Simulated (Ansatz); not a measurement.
Given:

```xyz
2
Lattice="4.1736 0.0000 0.0000 2.0868 3.6144 0.0000 2.0868 -1.2048 3.3810" Properties=species:S:1:pos:R:3 pbc="T T T"
Cd     0.0000     0.0000    -0.0059
S      4.1736     0.0000     2.5417
```

No spin polarisation.

Level of theory: r2SCAN (Ansatz, an electronic-structure program; PAW; 500 eV plane waves; no SOC). Settings: 10×10×10 k-points, 0.05 eV Fermi–Dirac smearing.

Q: What valence-band top at Γ (three highest levels, from the VBM) does the calculation give?

A: 0.00, -0.03, -0.03 eV.

Q: What gap character does the calculation give?

A: Direct at Γ.

The cells carry an imposed strain or load. Stability against distortions was not tested. The cell was made from CdS in the zinc blende structure (space group F-43m, No. 216) by this change: biaxial strain +0.42 %, plane normal [111], relaxed out of plane.
